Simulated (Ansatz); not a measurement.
The parent structure is GaAs in the rock salt structure (space group Fm-3m, No. 225; a hypothetical phase, not in the database extracts checked).

```cif
data_As4Ga4
_chemical_formula_sum 'As4 Ga4'
_space_group_name_H-M_alt 'Fm-3m'
_space_group_IT_number 225
_space_group_name_Hall '-F 4 2 3'
_cell_length_a 5.32950
_cell_length_b 5.32950
_cell_length_c 5.32950
_cell_angle_alpha 90.000
_cell_angle_beta 90.000
_cell_angle_gamma 90.000
loop_
_atom_site_label
_atom_site_type_symbol
_atom_site_symmetry_multiplicity
_atom_site_Wyckoff_symbol
_atom_site_fract_x
_atom_site_fract_y
_atom_site_fract_z
_atom_site_occupancy
As1 As 4 a 0.00000 0.00000 0.00000 1
Ga1 Ga 4 b 0.50000 0.50000 0.50000 1
```
(The calculation used a cell of 2 atoms; values per cell refer to that cell.)

Method: plane-wave PAW DFT at the r2SCAN level (Ansatz, a first-principles code, 500 eV), no spin-orbit coupling.

Before the change:

Pressure: 0.0 GPa
Band gap: zero

Perturbation: an isotropic linear strain of −3.98 %, atoms relaxed at fixed cell.

Problem. What happens to the pressure?

Solution. The pressure goes from zero to 13.3 GPa.

Problem. How does this affect the energy relative to the base?

Solution. The energy rises by 80 meV/atom.

Problem. Predict the new band gap.

Solution. The band gap stays zero.

Stability against distortions was not tested. All final runs are without spin polarisation.
